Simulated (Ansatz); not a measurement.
Here is the system:

End structure of a constructed model of the (100) surface of fcc Al, a pseudomorphic layer of Ta in the host's stacking (bottom of the slab: a bare face, its two planes held):

```xyz
7
Lattice="2.8581 0.0000 0.0000 0.0000 2.8581 0.0000 0.0000 0.0000 28.5000" Properties=species:S:1:pos:R:3 pbc="T T T"
Al     1.4290     1.4290     8.0688
Al     0.0000     0.0000    10.0898
Al     1.4290     1.4290    12.0982
Al     0.0000     0.0000    14.0913
Al     1.4290     1.4290    16.1499
Al     0.0000     0.0000    18.2324
Ta     1.4290     1.4290    20.1892
```

Slab: 7 atoms, 12.4 Å thick at the start; k 13x13x1, smearing 0.1 eV, dipole-corrected; 2 atoms held, the rest relaxed; start symmetry kept, larger cells not searched; no spin, no spin-orbit, no U. It is one candidate, not shown to be the stable structure of the face.

**Question.** What is the computed work function of the top face (PBE (Ansatz, a quantum-chemistry and plane-wave program))?

**Answer.** 5.12 eV
